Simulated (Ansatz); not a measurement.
# A constructed model of the (111)B surface of zinc-blende BN (in the relaxation 3 B–N bonds broke; N2 came loose), N-terminated, 2x2 N adatom at T1 (bottom of the slab: 3 H on 4 bottom sites)

Computed with PBE (plane waves to 420 eV, PAW; Ansatz, a first-principles code).

Model: 44-atom slab, 11.6 Å thick at the start with caps and adatoms (thin: gaps and levels are the slab's own), 5x5x1 mesh, Fermi-Dirac 0.025 eV, dipole correction, 8 atoms held, the rest relaxed; symmetry of the start imposed; no spin, no spin-orbit, no U. In PBE it is, or lies within 0.01 eV a 1x1 cell of, the lowest of the 3 structures of its composition computed so far; subsurface sites and larger cells were not tried.

```yaml
gap_of_the_slab_on_its_k_mesh: 0.93 eV
highest_filled_level_below_the_top_vacuum_level: 7.41 eV
energy_released_by_relaxation: 5.69 eV
cost: around 17 core-minutes (rough)
```
